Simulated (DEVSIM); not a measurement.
Structure: p-channel Si fully depleted SOI MOSFET with HfO2, at 300 K.

| Property | Result |
|---|---|
| Gate length | 30 nm |
| Source drain length | 24 nm |
| Dielectric thickness | 3.9 nm |
| Lateral straggle | 2.2 nm |
| Underlap | 0 nm |
| Body thickness | 6.8 nm |
| Buried oxide | 50 nm |
| Gate work function | 4.84 eV |
| Source and drain doping | 7.5e19 cm⁻³, Gaussian tails under the gate |
| Body doping | 3e17 cm⁻³ |
| Lifetime | 3e-8 s |
| Supply | 0.8 V |
| Back work function | 4.29 eV |

All mobilities are scaled by 0.5; velocity saturation, μ/(1 + (μE/vsat)^b)^(1/b) with b = 2 for electrons and 1 for holes and E the electric field along each mesh edge, is on. Mobility is constant in doping.

This is a model device: material constants are rounded textbook-type values typed into the input, and sizes, dopings and lifetimes were drawn at random. Values at 300 K.

Si: gap (eV) 1.124, affinity (eV) 4.05, permittivity 11.7, Nc (cm⁻³) 2.86e19, Nv (cm⁻³) 3.1e19, μn (cm²/Vs) 1417, μp (cm²/Vs) 470, vsat,n (cm/s) 1e7, vsat,p (cm/s) 8.4e6. HfO2: gap (eV) 5.7, affinity (eV) 2.5, permittivity 22. SiO2: gap (eV) 9, affinity (eV) 0.9, permittivity 3.9.

DEVSIM, 2D drift-diffusion, Boltzmann statistics, complete ionisation; no quantum confinement, tunnelling, impact ionisation, self-heating, contact resistance or fringe fields beside the gate. Metal contacts follow the ideal Schottky-Mott rule: no Fermi-level pinning, no interface dipoles.

Transfer curves, |Id| in μA/μm:

```csv
Vg (V),Vd = -0.05 V,Vd = -0.8 V
0.24,0.0001672,0.004995
0.2,0.0004632,0.01341
0.16,0.001277,0.03570
0.12,0.003505,0.09406
0.08,0.009564,0.2445
0.04,0.02593,0.6243
0,0.06972,1.552
-0.04,0.1850,3.663
-0.08,0.4824,7.857
-0.12,1.226,15.53
-0.16,2.987,28.31
-0.2,6.827,47.79
-0.24,14.30,74.93
-0.28,26.93,110.4
-0.32,45.19,153.8
-0.36,69.23,206.9
-0.4,97.59,269.3
-0.44,129.3,339.4
-0.48,162.9,415.8
-0.52,197.6,498.1
-0.56,232.7,585.6
-0.6,267.5,677.1
-0.64,301.6,771.9
-0.68,334.7,869.7
-0.72,366.6,970.1
-0.76,397.2,1073
-0.8,426.5,1177
```

Q: Work out the subthreshold swing at low drain bias from the rows at 0.24 and 0.2 V, and compare it with the thermal limit.

A: log10(0.0004632/0.0001672) = 0.443 over 40.0 mV, so S = 90.4 mV/decade. The limit kT/q ln 10 is 59.5 mV/decade; the ratio is 1.52. This is the steepest step of the table.

Q: Find both thresholds at the constant current 0.1 μA × (1 μm/L) a micrometre, and the DIBL.

A: The current is 3.33 μA/μm. Interpolating ln Id gives -0.165 V and -0.036 V; their difference over the 0.75 V of drain bias is 170 mV/V.

Q: Give the natural length λ = √(ε_body t_body t_ox / (ε_ox)) and the gate length in units of it.

A: λ = 3.76 nm and L/λ = 8.0. The formula is that for thin layers, and L is the gate's length, not the shorter one between the doping tails.

Source and drain are degenerate, where Boltzmann statistics are only rough. The electric field that drives the saturation includes the junctions' built-in field, which lowers the mobility there even at small currents: subthreshold currents come out too low, a known weakness of this choice.
